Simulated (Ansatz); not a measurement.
Consider BeSe in the zinc blende structure (space group F-43m, No. 216; a = 5.082 Å). Axes: x, y, z lie along the cube axes.

Calculations: LDA (Ansatz, a first-principles code), spin-orbit coupling left out.

Before the change:

```
Quantity                            Result
---------------------  -------------------
Band gap                           2.40 eV
Valence-band top at Γ  0.00, 0.00, 0.00 eV
```

Perturbation: a pure shear with ε_xy = ε_yx = 0.0029; the atoms relax in the strained cell.

What does the calculation give for the band gap, valence-band top at Γ and stress after the change?

The band gap drops by 0.026 eV, from 2.40 eV to 2.38 eV; the valence-band top at Γ (three highest levels, from the VBM) changes from 0.00, 0.00, 0.00 eV to 0.00, -0.02, -0.05 eV; the stress (xx, yy, zz, yz, xz, xy; compression positive) amounts to (0.00, 0.00, -0.01, 0.00, 0.00, -0.41) GPa.

Stability against distortions was not tested.
